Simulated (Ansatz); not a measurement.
**CoSn under load (space group P6/mmm): band-structure transport figures**

Given:

```yaml
crystal:
  lattice:
    - [5.25175, 0.00000, 0.00000]
    - [-2.62588, 4.54815, 0.00000]
    - [0.00000, 0.00000, 4.15683]
  atoms:
    - { symbol: Co, position: [0.00000, 0.50000, 0.00000] }
    - { symbol: Co, position: [0.50000, 0.00000, 0.00000] }
    - { symbol: Co, position: [0.50000, 0.50000, 0.00000] }
    - { symbol: Sn, position: [0.66667, 0.33333, 0.50000] }
    - { symbol: Sn, position: [0.33333, 0.66667, 0.50000] }
    - { symbol: Sn, position: [0.00000, 0.00000, 0.00000] }
```

Method: PBEsol, rigid bands (plane waves, PAW, scalar-relativistic; Ansatz, an electronic-structure program). Condition of this run: biaxial stress xx = yy = -2 GPa (compression positive) (the target of the relaxation). Cell: cell and atoms relaxed with PBEsol, then loaded as said.

density of states at the Fermi level: 2.47 states/(eV·cell), both spins
bare Sommerfeld coefficient: 0.97 mJ/(mol of atoms·K²)
Drude plasma energy: 1.89 (x), 1.89 (y), 7.0 (z) eV
root-mean-square Fermi velocity: 5.3e5 m/s
resistivity times τ: 137 (x), 137 (y), 10.1 (z) ×10⁻²² Ω·m·s

A metal at this level (no band gap); rigid bands, thermally averaged at 300 K, both spins. Spin-orbit coupling is left out. τ is one relaxation time for all states.

Treated as nonmagnetic (a ferromagnetic start lost its moment, other orders weren't tried): CoSn under load (space group P6/mmm).
